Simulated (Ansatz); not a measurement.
Functionals compared on the (100) surface of zinc-blende BP in its 1x1 cell (cut with top plane P, bottom plane P), relaxed from an ideal cut (the real face may reconstruct), outermost plane spacing 1.14 Å in the ideal cut (one of several cuts of this face), with 1 P a cell over the bulk's ratio, in Ansatz (plane waves, PAW). The structure was relaxed with PBE; the other rows are single points on it, each with its references at the same level. Cutoff 420 eV (500 eV for r2SCAN).

Slab: 11 atoms, B5P6, 11.4 Å thick at the start; k 8x8x1, smearing 0.025 eV, dipole-corrected; all atoms relaxed; start symmetry kept, larger cells not searched; spin-polarised from one start with parallel moments (other orders not tried), no spin-orbit, no U. The slab shows no gap on its mesh. The starting moment vanished. These notes are the PBE run's. r2SCAN: The program's check for a lower electronic state was not made.

```
functional  ionisation potential (eV)          rough cost of the single point
----------  -------------------------  --------------------------------------
PBE                              5.94                                       –
LDA                              6.13  about 70 core-seconds (a rough figure)
PBEsol                           5.95            very roughly 70 core-seconds
RPBE                             5.87          around 70 core-seconds (rough)
r2SCAN                           6.13         around 2.3 core-minutes (rough)
```

Ansatz is an electronic-structure program.
